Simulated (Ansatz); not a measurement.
Consider this model of amorphous Si₂₄O₄₉Cu₂.

```xyz
75
Lattice="10.6831 0.0745 -0.1356 0.0745 10.2502 -0.2271 -0.1356 -0.2271 10.3784" Properties=species:S:1:pos:R:3 pbc="T T T"
Si     8.1452     2.2885     9.8853
Si     8.9520     1.7709     7.7786
Si     0.3769     6.8957     6.7089
Si     3.1483     1.9368     0.7787
Si    10.0856     9.7412     6.7109
Si     5.5910     4.8371     6.0173
Si     5.1266     1.8206     5.9355
Si     4.8462     0.4547     3.0393
Si     3.4489     2.9023     8.4176
Si     3.2261     7.3299    -0.1277
Si     6.7164     6.1192     3.4104
Si     2.7663     5.7803     5.0082
Si     5.3703     5.4193     8.9351
Si    10.2090     3.9133     0.8246
Si     4.1813     7.6646     2.8360
Si     9.7067     6.5406     3.8781
Si     7.8603    -0.0186     3.3747
Si     0.5602     3.8658     3.8421
Si     9.7529     1.5398     4.9424
Si     1.1213     4.9059     8.9508
Si     1.5195     9.7013     0.7311
Si     7.2912     4.7106     0.8162
Si     7.0247     9.5247     6.0251
Si    10.4771     8.7802     1.9496
O      1.9694     4.5334     4.3166
O      4.4231     6.8188     9.2288
O      8.2039     6.6829     3.3115
O      9.5230     2.4321     0.5756
O      8.4770     9.4443     6.8289
O      4.4906     4.0680     8.9701
O     10.2787     0.7949     7.9211
O      1.8242     6.6242     6.0214
O      8.8907     4.9286     1.0434
O      0.2757     2.4694     4.6361
O      9.8983     7.0733     5.4117
O      7.5300     9.3960     4.4667
O      3.3127     6.8515     3.9261
O      1.2459     9.4880     2.3866
O      6.4595     5.5690     4.8790
O      6.2326     0.7596     6.4764
O      0.4896     3.6800     2.2374
O     10.3549     0.0726     5.4155
O      6.4451     0.3303     2.6414
O      5.7553     7.3024     2.9452
O      0.0696     8.8871     0.4326
O      3.9107     2.1552     7.0173
O      4.2061     1.0611     1.6847
O      7.8500     1.0382     8.8847
O      0.2020     5.7187     7.8417
O      1.7412     1.0308     0.7340
O      7.0092     3.1889     0.2720
O     10.0264     4.9624     4.0324
O      0.2352     4.2102    10.1053
O      8.8633     2.1454     6.1973
O      5.9828     8.3798     6.3425
O      3.4206     1.7425     9.5492
O      3.0987     3.4246     1.3720
O      6.4844     4.8733     2.2740
O      2.0179     6.0396     9.7125
O      4.0020     5.1550     5.8607
O      6.0850     5.4221     7.4713
O      2.6835     8.8675    -0.1181
O      3.7030     7.0533     1.3925
O      5.8929     3.2624     5.8143
O      8.6782     1.3645     3.7261
O      4.1477     9.2683     3.0249
O      2.0335     3.7420     8.2216
O      0.3317     8.4155     7.3270
O      4.6268     1.3311     4.4313
O      6.4990     5.5113    10.1152
O     10.6003     7.3432     2.7557
O      8.9885     9.3759     2.2354
O      8.8179     3.1899     8.6204
Cu     4.6858     4.1431     1.9082
Cu     5.1407     7.9318     7.8511
```

Level of theory: PBE, scalar-relativistic without spin-orbit coupling (plane waves to 420 eV, PAW; Ansatz, a first-principles code).

The cell was made by melting and quenching with the CHGNet potential and then relaxed with DFT. O atoms were pushed apart under 1.9 Å during the dynamics, to hinder bonds among them. The hot cell started wider than the set density and was brought back towards it in steps. It is the lowest in DFT energy of 2 quenches. It is a model cell: composition and starting density were chosen by hand, and all elements were melted together. No dispersion term was used. Its density started from a set value of 2.34 and ended at 2.32 g/cm³. Cooling (nominally 320 K/ps over its main leg) ran many orders faster than in experiment, which tends to leave more defects and strain. A cell of this size samples the disorder only roughly. Volume and shape were free in the relaxation.

Neighbours within Si-Si 2.60 Å, Si-O 1.92 Å, Si-Cu 2.67 Å, O-O 1.58 Å, O-Cu 2.38 Å, Cu-Cu 2.90 Å count as bonded. Two cations that share two anions don't count as bonded, nor two that share one unless they lie closer than Si-Si 2.38 Å, Si-Cu 2.60 Å, Cu-Cu 2.82 Å.

Problem. Give the coordination numbers, mean bond lengths and angles.

Solution. 
```json
{
  "Mean coordination of Si by anions": "4.00 (24 with 4)",
  "Mean coordination of O": "2.04 (47 with 2, 2 with 3)",
  "Mean coordination of Cu by anions": "2.00 (2 with 2)",
  "Mean Si-O bond": "1.640 Å (spread 0.027 Å, 96 counted)",
  "Mean O-Cu bond": "1.873 Å (spread 0.075 Å, 4 counted)",
  "Bond angle at Si": "mean 109.5°, spread 6.4°",
  "Bond angle at O": "mean 133.9°, spread 19.9°"
}
```

Problem. Which atoms depart from the most common coordination of their element?

Solution. O26 has 3 (Si10 1.70 Å, Si13 1.72 Å, Cu75 1.91 Å); O58 has 3 (Si22 1.67 Å, Si11 1.70 Å, Cu74 1.98 Å).

Problem. List the pairs of like atoms that count as bonded by the rules above.

Solution. There are none by these rules.
